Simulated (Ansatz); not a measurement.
Worked example: self-consistent single point of CaAlSiH (P1, 4 atoms in the cell) in Ansatz (a first-principles code).

Method of the run: PBEsol, PAW files made with PBE (plane waves; Ansatz).

The change in words: lattice scaled by 0.98. Reference geometry:
```
CaAlSiH
1.0
    4.14328     0.00000     0.00000
   -2.07164     3.58819     0.00000
    0.00000     0.00000     4.69823
Ca Al Si H
1 1 1 1
Direct
  0.99532   0.99900   0.99846
  0.66927   0.32922   0.45868
  0.33190   0.66752   0.56724
  0.67017   0.33760   0.08232
```

Reference input (self-consistent single point, DFT, PBEsol, plane waves, PAW files made with PBE): basis.ecutwfc = 30.9 Ry; kpoints.mp_grid.grid = 8 8 6; hamiltonian.xc = pbesol; hamiltonian.pseudopotentials = {kind: paw} (the program's default PAW files); scf.occupations.method = fermi_dirac; scf.occupations.width = 0.0015 Ry. This run's input differs from it in these lines:

```diff
@@ -3,5 +3,5 @@
   lattice:
-    - [4.143280, 0.000000, 0.000000]
-    - [-2.071640, 3.588186, 0.000000]
-    - [0.000000, 0.000000, 4.698230]
+    - [4.060414, 0.000000, 0.000000]
+    - [-2.030207, 3.516422, 0.000000]
+    - [0.000000, 0.000000, 4.604265]
   atoms:
```

Output, abridged:

```
SCF iter   1: F=—  HF=-2957.368737 eV  |F-HF|=—  |Δ(HF+E_count)|=         —  Δρ=3.84e-2  dr2=8.85e-1  ethr=3.10e-3  ⟨swp⟩=7.5  Hψ=18977  notcnv=0
all-band conjugate gradients solve this SCF's bands
preconditioner: auto → none
SCF iter   2: F=—  HF=-2957.097056 eV  |F-HF|=—  |Δ(HF+E_count)|=   2.72e-1  Δρ=1.47e-2  dr2=1.07e-1  ethr=3.10e-3  ⟨swp⟩=2.4  Hψ=5658  notcnv=0
SCF iter   3: F=—  HF=-2957.065710 eV  |F-HF|=—  |Δ(HF+E_count)|=   3.13e-2  Δρ=2.70e-3  dr2=5.78e-3  ethr=5.93e-4  ⟨swp⟩=2.2  Hψ=4098  notcnv=0
SCF iter   4: F=—  HF=-2957.064669 eV  |F-HF|=—  |Δ(HF+E_count)|=   1.04e-3  Δρ=9.17e-4  dr2=1.34e-3  ethr=3.21e-5  ⟨swp⟩=2.3  Hψ=4785  notcnv=0
SCF iter   5: F=—  HF=-2957.064275 eV  |F-HF|=—  |Δ(HF+E_count)|=   3.94e-4  Δρ=1.64e-4  dr2=1.28e-5  ethr=7.46e-6  ⟨swp⟩=2.6  Hψ=3980  notcnv=0
SCF iter   6: F=—  HF=-2957.064294 eV  |F-HF|=—  |Δ(HF+E_count)|=   1.86e-5  Δρ=4.05e-5  dr2=5.94e-7  ethr=7.10e-8  ⟨swp⟩=2.5  Hψ=3911  notcnv=0
SCF iter   7: F=-2957.064294 eV  HF=-2957.064294 eV  |F-HF|=4.50e-8  |Δ(HF+E_count)|=   2.70e-7  Δρ=8.54e-6  dr2=7.00e-8  ethr=5.56e-10  ⟨swp⟩=6.0  Hψ=14164  notcnv=0
SCF 1 converged in 7 iterations: F = -2957.064294 eV  dr2 = 7.00e-8
Free energy (F): -2957.064294 eV
Internal energy: -2957.064283 eV  (E = F + TS)
E sigma→0 (E₀):  -2957.064289 eV
Entropy (-TS):   -0.000011 eV (-0.003 meV/atom)
Fermi energy:    7.524256 eV
--- Forces (eV/Å), atoms counted from 1 ---
  atom   1  Ca     0.08162819     0.00483969     0.08371608
  atom   2  Al    -0.31499313     0.19961123     0.03281094
  atom   3  Si     0.25776195    -0.16680005     0.04942841
  atom   4  H     -0.02439525    -0.03764240    -0.16602014
--- Stress (GPa, compression-positive) ---
        2.884561       0.398445       0.266019
        0.398444       3.459081      -0.083230
        0.266019      -0.083233       0.762195
  P = ⅓ Tr σ = 2.3686 GPa (23.686 kbar)
  The stress holds the Pulay correction. Without it, at fixed plane waves, as pw.x and ABINIT print it: P = 2.3413 GPa
```

The run converged in 7 iterations. Against the reference run the free energy rises by 1.2 meV/atom, the pressure goes from -1.79 to 2.37 GPa, the largest force goes from 0.330 to 0.374 eV/Å and the gap on the mesh goes from 0.238 to 0.213 eV.

The starting cell comes from a database of computed structures (which also holds hypothetical and non-ambient phases and stackings), without a prior relaxation at this level. Its atoms were displaced at random from the sites of space group no. 156. For this run, on top of that: lattice scaled by 0.98. Ansatz's pressure includes its estimate of the finite-basis (Pulay) stress.

Keys are those of Ansatz 0.2.
